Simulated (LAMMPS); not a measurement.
An MD run on Al (fcc) with 25 % of Al sites Cu, 864 atoms, bulk, with Monte Carlo swaps of unlike atoms between MD steps at 730 K (17 attempts an atom).

Computed with classical MD, pair style eam/alloy, file AlCu.eam.alloy; code LAMMPS.

Task: Give the Warren-Cowley parameter Al-Al, first shell (negative: neighbours more often than at random; error set to 0.002 at least), the Warren-Cowley parameter Cu-Cu, first shell (negative: neighbours more often than at random; error set to 0.002 at least), the energy change from the random arrangement, the volume per atom, the Warren-Cowley parameter Al-Cu, first shell (negative: neighbours more often than at random; error set to 0.002 at least) as this potential yields it.

Result: Warren-Cowley parameter Al-Al, first shell (negative: neighbours more often than at random; error set to 0.002 at least): 0.033 ± 0.002; Warren-Cowley parameter Cu-Cu, first shell (negative: neighbours more often than at random; error set to 0.002 at least): 0.300 ± 0.010; energy change from the random arrangement: -11 meV/atom; volume per atom: 16.011 ± 0.009 Å³; Warren-Cowley parameter Al-Cu, first shell (negative: neighbours more often than at random; error set to 0.002 at least): -0.100 ± 0.003.
